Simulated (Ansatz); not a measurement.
Structures of equal composition on the (0001) surface of hcp Ti: a layer of Ru in place of the second plane; a layer of Ru in place of the third plane. The slabs share one bottom face, and each structure is named by its start. These are constructed structures in small cells; real faces may alloy, dewet or reconstruct in larger ones, and not all known structures of the face are among them. Slabs of about 12 Å with all that they carry, Fermi-Dirac smearing of 0.1 eV. Bottom of the slabs: a bare face, its two planes held. Relaxed from the named starts with such symmetry as they have, on meshes of like density; energies extrapolated to zero smearing; no spin-orbit coupling, no U. Spin-polarised runs, if any, are marked in brackets, and their order is one that fits the cell; the others ran without spin.

The numbers are results of PBE (plane waves to 420 eV, PAW; Ansatz, a first-principles code), not measurements.

Task: Put the candidates in order of energy per 1x1 cell, lowest first, for PBE.

Result: a layer of Ru in place of the third plane (0.000 eV), a layer of Ru in place of the second plane (0.082 eV)
